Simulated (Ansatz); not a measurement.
Rock-salt NaH was calculated with r²SCANh (PAW; Ansatz, a quantum-chemistry and plane-wave program).

The input as run:

Ansatz 0.2 input:
```yaml
crystal:
  lattice:
    - [0.0, 2.3947278829, 2.3947278829]
    - [2.3947278829, 0.0, 2.3947278829]
    - [2.3947278829, 2.3947278829, 0.0]
  atoms:
    - { symbol: Na, position: [0.0, 0.0, 0.0] }
    - { symbol: H, position: [0.5, 0.5, 0.5] }
basis:
  ecutwfc: 520
  ecutrho_ratio: 4
  xc_grid: 3
kpoints:
  mp_grid: { grid: [10, 10, 10] }
  band_path: { path: [[0, 0, 0], [0.5, 0.25, 0.75]], npoints: 1 }
hamiltonian:
  xc: r2scanh
  dispersion: none
  pseudopotentials: { kind: paw }
scf:
  occupations: { method: fermi_dirac, width: 0.01 }
  convergence: { dr2_threshold: 0.0000000002 }
output:
  forces: true
  stress: true
  eigenvalues: true
  write_bands: true
```

Excerpt of the program's output:

```
WARN output.stress: scf.exx.energy_threshold = 1e-6 eV is looser than the 2e-8 eV advised for a stress under a hybrid functional (1e-8 eV for each atom of the …
Crystal: 2 atoms, lattice volume = 27.466 Å³
Basis set: ecut = 520 eV, 725 PW (Γ), exchange–correlation on 81×81×81 points (27 copies of the dense FFT grid, shifted against one another)
Bands: 9, of which v1, the nominal top of the filled ones, is band 5 counted from 1 (4 counted from 0)
Symmetry: 48 space group operations
Space group: Fm-3m (ITA 225), of the structure as read, at distance tolerance 3.0e-5 Å
k-points: 47 of 1000
Functional: x = r2scan, c = r2scan; τ floored in thin density (d = 2e-4 eV/Å³), warm-up for x = 0.9 r2scan + 0.1 exact, c = r2scan; τ floored in thin density (d = 2e-4 eV/Å³)
SCF iter   1: F=—  HF=-1505.136478 eV  |F-HF|=—  |Δ(HF+E_count)|=         —  Δρ=7.63e-3  dr2=7.46e-3  dr2_τ=8.37e-4
SCF iter   2: F=-1505.136238 eV  HF=-1505.136171 eV  |F-HF|=6.70e-5  |Δ(HF+E_count)|=   3.07e-4  Δρ=1.87e-3  dr2=7.13e-4  dr2_τ=1.83e-4
Crystal: 2 atoms, lattice volume = 27.466 Å³
Initial density: handed on by an earlier stage of this run
Functional: x = 0.9 r2scan + 0.1 exact, c = r2scan; τ floored in thin density (d = 2e-4 eV/Å³)
  ...
Crystal: 2 atoms, lattice volume = 27.466 Å³
SCF iter   1: F=—  HF=-1505.032145 eV  |F-HF|=—  |Δ(HF+E_count)|=         —  Δρ=7.78e-6  dr2=6.95e-9  dr2_τ=2.16e-10
SCF iter   2: F=-1505.032145 eV  HF=-1505.032145 eV  |F-HF|=2.30e-11  |Δ(HF+E_count)|=   4.70e-9  Δρ=1.08e-6  dr2=7.39e-11  dr2_τ=2.71e-11
SCF 3 converged in 2 iterations: F = -1505.032145 eV  dr2 = 7.39e-11
Free energy (F): -1505.032145 eV
Internal energy: -1505.032145 eV  (E = F + TS)
E sigma→0 (E₀):  -1505.032145 eV
Fermi energy:    2.745030 eV
--- Stress (GPa, compression-positive) ---
        0.002166      -0.000000       0.000000
       -0.000000       0.002166       0.000000
        0.000000      -0.000000       0.002166
  P = ⅓ Tr σ = 0.0022 GPa (0.022 kbar)
```

The PAW data were made under PBE.

The result took around 2.3 core-minutes (rough).
